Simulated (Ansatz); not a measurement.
The reference is NiSi2 (space group Fm-3m, No. 225; a = 5.390 Å; non-magnetic).

Level of theory: Ansatz (a quantum-chemistry and plane-wave program) PBEsol, no spin-orbit coupling.

Before the change:

```
Item                  Result
-------------------  -------
Lattice parameter a  5.390 Å
Band gap                zero
```

The change: full substitution Si → C, then cell and atoms are relaxed.

Tabulated Pauling electronegativity and covalent radius: Si 1.90, 1.11 Å; C 2.55, 0.76 Å.

Q: Predict the new lattice parameter a and band gap.

A: The lattice parameter a shrinks by 0.807 Å to 4.583 Å; the band gap is still zero.

Stability against distortions was not tested. As relaxed here, NiC2 is a hypothetical phase, not in the database extracts checked. Starting moments died away, wholly or in part, for Si → C and the base; another magnetic solution may exist. All final runs are without spin polarisation.
